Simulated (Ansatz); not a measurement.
W: biaxial strain +1.50 %, plane normal [001], relaxed out of plane

The parent structure is W in the bcc (W type) structure (space group Im-3m, No. 229; a = 3.1353 Å; relaxed with 0.1 eV smearing). Axes: x, y, z lie along the cube axes.

It is then changed as follows: biaxial strain +1.50 %, plane normal [001], relaxed out of plane (Cartesian); in-plane vectors clamped, the third vector and the atoms free.

Computed with Ansatz (an electronic-structure program), LDA, PAW, cutoff 420 eV, no spin-orbit coupling. k-mesh 29×29×29 (Γ-centred); smearing 0.1 eV (Fermi–Dirac).

| quantity | base | changed | shift |
|---|---|---|---|
| volume per atom | 15.41 Å³ | 15.70 Å³ | +0.29 Å³ |
| space group | Im-3m (No. 229) | I4/mmm (No. 139) | – |
| shortest interatomic distance | 2.715 Å | 2.732 Å | +0.017 Å |
| energy relative to the base (free energy F) | 0 meV/atom | +13 meV/atom | +13 meV/atom |
| pressure (mean of the normal stresses, compression positive) | 0.0 GPa | -5.8 GPa | -5.8 GPa |
| band gap | zero | zero | – |
| out-of-plane strain | – | -1.13 % | – |
| ratio −ε⊥/ε∥ | – | 0.76 | – |
| mean in-plane stress (compression positive) | – | -8.7 GPa | – |

Final structure (turned so that z lies along the plane normal):

```
CELL_PARAMETERS angstrom
      3.18232     0.00000     0.00000
      0.00000     3.18232     0.00000
      1.59116    -1.59116     1.54989
ATOMIC_POSITIONS crystal
  W  0.00000 0.00000 0.00000
```

Whether these cells are dynamically stable was not tested. The final runs are not spin-polarised.
